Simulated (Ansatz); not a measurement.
**TlBiS2: uniaxial strain ε_xx = +1.20 %**

The reference is TlBiS2 (space group R-3m, No. 166; a = 4.0853 Å, c = 21.6959 Å (hexagonal axes)). Axes: x lies along a and z along c of the hexagonal cell.

Modification: uniaxial strain ε_xx = +1.20 %, all other strain components held at zero, atoms relaxed at fixed cell.

Computed with PBEsol/PAW in Ansatz (a program for electronic structure), scalar-relativistic without spin-orbit coupling. Settings: 9×9×9 k-points, 0.05 eV Fermi–Dirac smearing.

* **Space group**: C2/m (No. 12) (base R-3m (No. 166))
* **Shortest interatomic distance**: 2.831 Å (base 2.830 Å)
* **Energy relative to the base (free energy F)**: +1.0 meV/atom
* **Pressure (mean of the normal stresses, compression positive)**: -5.7 kbar (base -0.1 kbar)
* **Band gap**: 0.17 eV (base 0.15 eV)
* **Gap character**: direct at Γ (base direct at Γ)
* **Electron mass**: 0.14 mₑ along x, 0.15 mₑ along y, 0.082 mₑ along z (at Γ) (base 0.071 mₑ along c, 0.14 mₑ across (at Γ))
* **Hole mass**: 0.16 mₑ along x, 0.16 mₑ along y, 0.088 mₑ along z (at Γ) (base 0.075 mₑ along c, 0.15 mₑ across (at Γ))
* **Valence-band top at Γ (three highest levels, from the VBM)**: 0.00, -1.70, -1.74 eV (base 0.00, -1.78, -1.78 eV)
* **Largest internal atomic displacement**: 0.010 Å
* **Stress (xx, yy, zz, yz, xz, xy; compression positive)**: (-1.02, -0.31, -0.38, -0.18, 0.00, 0.00) GPa

With Bi and Tl present, leaving out spin-orbit coupling can change the band edges. Masses are band curvatures over ±0.01 Å⁻¹ around the edge. Stability against distortions was not tested. A zero or small gap of TlBiS2 can be the functional's error rather than a property of the material. k-point labels follow each cell's own Brillouin zone.
